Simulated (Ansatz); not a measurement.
We consider MgO (R-3m, No. 166, 16 atoms in the cell; start mp-1180973; a measured phase of this formula has another space group), described by r²SCAN (Ansatz, a first-principles code, plane waves, PAW).

Settings: plane-wave cutoff 560 eV, 14×14×14 k mesh, Fermi–Dirac smearing 0.01 eV, scalar-relativistic PAW data made under PBE.

Cell (relaxed at this level):

```xyz
16
Lattice="1.4803 0.8547 19.7471 -1.4803 0.8547 19.7471 0.0000 -1.7094 19.7471" Properties=species:S:1:pos:R:3 pbc="T T T"
Mg     0.0000     0.0000    22.2532
Mg     0.0000     0.0000    36.9882
Mg     0.0000     0.0000    46.9371
Mg     0.0000     0.0000    12.3043
Mg     0.0000     0.0000    54.2290
Mg     0.0000     0.0000     5.0124
Mg     0.0000     0.0000    29.6207
Mg     0.0000     0.0000     0.0000
O      0.0000     0.0000     8.6582
O      0.0000     0.0000    50.5831
O      0.0000     0.0000    25.9748
O      0.0000     0.0000    33.2665
O      0.0000     0.0000    18.5352
O      0.0000     0.0000    40.7061
O      0.0000     0.0000    15.9466
O      0.0000     0.0000    43.2947
```

Q: What does this level give for the band gap and smallest direct gap on the k points sampled?

A: 
* **band gap**: 4.99 eV
* **smallest direct gap on the k points sampled**: 5.00 eV

A start named mp-… is a Materials Project structure, which need not be a measured phase.
